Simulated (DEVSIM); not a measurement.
System: Ni/SiON/p-Si capacitor, at 300 K.

| layer (left to right) | material | thickness (nm) | Na (cm⁻³) |
|---|---|---|---|
| 1 | SiON | 16.0 | - |
| 2 | Si | 15000 | 1.5e15 |

Metal gate on the left, work function 5.1 eV. Fixed charge at the semiconductor interface 2.2e11 cm⁻² (in units of +e); no interface traps.

The device is made up for the run: typed textbook-type constants, with dimensions and the other settings drawn at random. Values at 300 K.

```tsv
parameter	SiON	Si
gap (eV)	7	1.124
affinity (eV)	1.4	4.05
permittivity	5.5	11.7
Nc (cm⁻³)	-	2.86e19
Nv (cm⁻³)	-	3.1e19
```

Simulated with DEVSIM: 1D Poisson equation in equilibrium, Boltzmann statistics, complete ionisation; no quantum confinement or tunnelling. Metal contacts follow the ideal Schottky-Mott rule: no Fermi-level pinning, no interface dipoles.

### Question
Give the band bending (positive: bands bend down) and minority sheet density.

### Answer

```json
[
 {"Vg (V)": "-1.9", "ψs (V)": "-0.257", "minority carriers (cm⁻²)": "< 1e8"},
 {"Vg (V)": "-1.6", "ψs (V)": "-0.247", "minority carriers (cm⁻²)": "< 1e8"},
 {"Vg (V)": "-1.3", "ψs (V)": "-0.236", "minority carriers (cm⁻²)": "< 1e8"},
 {"Vg (V)": "-1", "ψs (V)": "-0.221", "minority carriers (cm⁻²)": "< 1e8"},
 {"Vg (V)": "-0.7", "ψs (V)": "-0.200", "minority carriers (cm⁻²)": "< 1e8"},
 {"Vg (V)": "-0.4", "ψs (V)": "-0.167", "minority carriers (cm⁻²)": "< 1e8"},
 {"Vg (V)": "-0.1", "ψs (V)": "-0.096", "minority carriers (cm⁻²)": "< 1e8"},
 {"Vg (V)": "0.2", "ψs (V)": "0.111", "minority carriers (cm⁻²)": "< 1e8"},
 {"Vg (V)": "0.5", "ψs (V)": "0.389", "minority carriers (cm⁻²)": "< 1e8"},
 {"Vg (V)": "0.8", "ψs (V)": "0.666", "minority carriers (cm⁻²)": "1.7e10"},
 {"Vg (V)": "1.1", "ψs (V)": "0.771", "minority carriers (cm⁻²)": "3.8e11"},
 {"Vg (V)": "1.4", "ψs (V)": "0.808", "minority carriers (cm⁻²)": "8.8e11"},
 {"Vg (V)": "1.7", "ψs (V)": "0.830", "minority carriers (cm⁻²)": "1.4e12"},
 {"Vg (V)": "2", "ψs (V)": "0.846", "minority carriers (cm⁻²)": "1.9e12"},
 {"Vg (V)": "2.3", "ψs (V)": "0.858", "minority carriers (cm⁻²)": "2.5e12"}
]
```
